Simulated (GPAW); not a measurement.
Worked example: self-consistent single point of CuZn (Pm-3m, 2 atoms in the cell) in GPAW.

Computed with PBE, GPAW PAW datasets PBE (gpaw-data 1.0.1) (plane waves; GPAW).

The change in words: lattice scaled by 0.98. Reference geometry:
```xyz
2
Lattice="2.9928 0.0000 0.0000 0.0000 2.9928 0.0000 0.0000 0.0000 2.9928" Properties=species:S:1:pos:R:3 pbc="T T T"
Zn     1.4964     1.4964     1.4964
Cu     0.0000     0.0000     0.0000
```

Reference input (self-consistent single point, DFT PBE, plane waves, GPAW PAW datasets PBE (gpaw-data 1.0.1)): mode = pw; ecut = 850 eV; xc = PBE; kpts = 7 7 7; mesh shift (steps) = 0 0 0; occupations.name = methfessel-paxton; occupations.width = 0.272 eV; occupations.order = 0; nbands = -10; convergence.forces = 0.001 eV/Å; symmetry.symmorphic = false; symmetry.tolerance = 0.0005. This run's input differs from it in these lines:

```diff
@@ -5,6 +5,6 @@
 atoms = Atoms(['Zn', 'Cu'],
-              cell=[[2.992775, 0.000000, 0.000000],
-                    [0.000000, 2.992775, 0.000000],
-                    [0.000000, 0.000000, 2.992775]],
-              positions=[[1.496387, 1.496387, 1.496387],
+              cell=[[2.932920, 0.000000, 0.000000],
+                    [0.000000, 2.932920, 0.000000],
+                    [0.000000, 0.000000, 2.932920]],
+              positions=[[1.466460, 1.466460, 1.466460],
                          [0.000000, 0.000000, 0.000000]],
```

Output (repeated stretches shortened):

```
     iter     time        total  log10-change:
                         energy   eigst   dens  force
iter:   1 --:--:--    -6.170848
iter:   2 --:--:--    -5.716210   -1.21  -1.30
iter:   3 --:--:--    -5.195958   -1.36  -1.38
iter:   4 --:--:--    -5.164612   -2.83  -1.72
iter:   5 --:--:--    -5.286634   -1.56  -1.80
iter:   6 --:--:--    -5.152382   -2.71  -2.60
iter:   7 --:--:--    -5.106928   -2.40  -2.42
iter:   8 --:--:--    -5.106775   -3.68  -2.88
iter:   9 --:--:--    -5.108211c  -3.28  -3.37
iter:  10 --:--:--    -5.105248c  -3.51  -2.87
iter:  11 --:--:--    -5.105205c  -5.31  -3.82
iter:  12 --:--:--    -5.105207c  -6.69  -4.28c
iter:  13 --:--:--    -5.105193c  -7.02  -4.30c
iter:  14 --:--:--    -5.105164c  -5.96  -4.36c
iter:  15 --:--:--    -5.105162c  -6.53  -4.38c
iter:  16 --:--:--    -5.105163c  -7.91c -4.75c
iter:  17 --:--:--    -5.105162c  -7.10  -4.79c
iter:  18 --:--:--    -5.105162c  -8.22c -4.98c -23.56c
Converged after 18 iterations.

Dipole moment: (-0.000000, -0.000000, -0.000000) |e|*Ang

Energy contributions relative to reference atoms: (reference = -93882.778494)

Kinetic:        -12.651513
Potential:      +12.051047
External:        +0.000000
XC:              -4.549268
Entropy (-ST):   -0.014830
Local:           +0.051987
SIC:             +0.000000
--------------------------
Free energy:     -5.112577
Extrapolated:    -5.105162

Showing only first 2 kpts
 Kpt  Band  Eigenvalues  Occupancy
  0     9      5.27915    2.00000
  0    10      5.27915    2.00000
  0    11     14.28219    0.00000
  0    12     14.28219    0.00000

  1     9      5.16001    2.00000
  1    10      5.26449    2.00000
  1    11     11.66385    0.00000
  1    12     14.84380    0.00000

Fermi level: 8.18871

No gap
No difference between direct/indirect transitions
Energy (eV): -5.105162

Forces in eV/Ang:
  0 Zn   -0.00000    0.00000    0.00000
  1 Cu    0.00000   -0.00000    0.00000

Stress tensor:
    -0.024854    -0.000000     0.000000
    -0.000000    -0.024854     0.000000
     0.000000     0.000000    -0.024854
Stress (GPa, Voigt): [-3.982 -3.982 -3.982  0.     0.    -0.   ]
```

The run converged in 18 iterations. GPAW prints stress with tension positive. Against the reference run the free energy goes up by 2.3 meV/atom and the pressure goes from -3.21 to 3.98 GPa.

The starting cell has typed, rounded lattice constants, without a prior relaxation at this level. Its lattice was rescaled by a random factor within 2.5 % of one. For this run, on top of that: lattice scaled by 0.98. Spin polarisation is off. With a pressure of about 4 GPa the cell is away from its equilibrium volume at this level.
